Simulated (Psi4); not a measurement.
Psi4 1.11, BP86/def2-svp: Ti(Br)4 ([Br][Ti]([Br])([Br])[Br]), 5 atoms. The geometry is a generated start, not checked to be a minimum at this level.

```yaml
task: energy
method: bp86
basis: def2-svp
memory: 3 GB
maxiter: 100
keys_of_the_molecule_block: symmetry c1
scf_type: df (default)
guess: auto, which took SAD (default)
scf_initial_accelerator: adiis (default)
e_convergence: 1e-06 (default)
d_convergence: 1e-06 (default)
dft_radial_points: 75 (default)
dft_spherical_points: 302 (default)
basis_functions: 159
grid_points: 109232
```

```xyz
5

Ti     0.0000     0.0015     0.0019
Br     1.8524    -0.5411    -1.3288
Br     0.6953     0.3349     2.2071
Br    -0.9966     1.9573    -0.8080
Br    -1.5510    -1.7525    -0.0723
```

Charge 0 and multiplicity 1 are set for this test and not shown to be the ground state.

One run each on 2 threads. Values of diis_max_vecs tried: 3, 6, 10 (default), 20.

Problem. Which value of diis_max_vecs needs the fewest SCF iterations, and what happens away from it?

Solution. Fewest SCF iterations, within one of each other: 10 (default) with 16, 20 with 15. The count rises to 22 at 6. The run ends without SCF convergence in 100 iterations at 3.

```json
[
 {"diis_max_vecs": "3", "SCF iterations": "100", "end": "no convergence"},
 {"diis_max_vecs": "6", "SCF iterations": "22", "end": "same solution"},
 {"diis_max_vecs": "10 (default)", "SCF iterations": "16", "end": "same solution"},
 {"diis_max_vecs": "20", "SCF iterations": "15", "end": "same solution"}
]
```
